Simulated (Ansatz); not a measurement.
Take Pt in the fcc (Cu type) structure (space group Fm-3m, No. 225; a = 3.918 Å) as the base.

Method: PBEsol/PAW in Ansatz (a first-principles code), no spin-orbit coupling.

For the base:

| Quantity | Value |
|---|---|
| Volume per atom | 15.04 Å³ |

The change: hydrostatic tension (pressure −1 GPa).

Question: Estimate the effect on the volume per atom.

Answer: The volume per atom rises by 0.05 Å³ to 15.09 Å³.

Load acts through the strain it causes; cell and atoms are relaxed under it. Whether these cells are dynamically stable was not tested. All final runs are without spin polarisation.
